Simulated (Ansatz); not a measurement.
**MnAlGe (space group P4/nmm, No. 129; ferromagnetic)**

```cif
data_Al2Ge2Mn2
_chemical_formula_sum 'Mn2 Al2 Ge2'
_space_group_name_H-M_alt 'P4/nmm :1'
_space_group_IT_number 129
_space_group_name_Hall 'P 4ab 2ab -1ab'
_cell_length_a 3.84953
_cell_length_b 3.84953
_cell_length_c 5.82148
_cell_angle_alpha 90.000
_cell_angle_beta 90.000
_cell_angle_gamma 90.000
loop_
_space_group_symop_operation_xyz
  'x, y, z'
  '-y+1/2, x+1/2, z'
  '-x, -y, z'
  'y+1/2, -x+1/2, z'
  'x+1/2, -y+1/2, -z'
  '-y, -x, -z'
  '-x+1/2, y+1/2, -z'
  'y, x, -z'
  '-x+1/2, -y+1/2, -z'
  'y, -x, -z'
  'x+1/2, y+1/2, -z'
  '-y, x, -z'
  '-x, y, z'
  'y+1/2, x+1/2, z'
  'x, -y, z'
  '-y+1/2, -x+1/2, z'
loop_
_atom_site_label
_atom_site_type_symbol
_atom_site_symmetry_multiplicity
_atom_site_Wyckoff_symbol
_atom_site_fract_x
_atom_site_fract_y
_atom_site_fract_z
_atom_site_occupancy
Mn1 Mn 2 a 0.00000 0.00000 0.00000 1
Al1 Al 2 c 0.50000 0.00000 0.29359 1
Ge1 Ge 2 c 0.00000 0.50000 0.27364 1
```

Level of theory: PBEsol (Ansatz, a first-principles code; PAW; 420 eV plane waves; no spin-orbit coupling). Settings: 12×12×8 k-points, 0.05 eV Fermi–Dirac smearing.

| Item | Value |
|---|---|
| Volume per atom | 14.38 Å³ |
| Density | 5.95 g/cm³ |
| Band gap | zero |
| Magnetic state | ferromagnetic |
| Total energy | -2882.493 eV/atom (σ→0; compares only within this code and set-up) |

Other magnetic orders, which the real material may have, were not ruled out. No phonon test of stability was made.
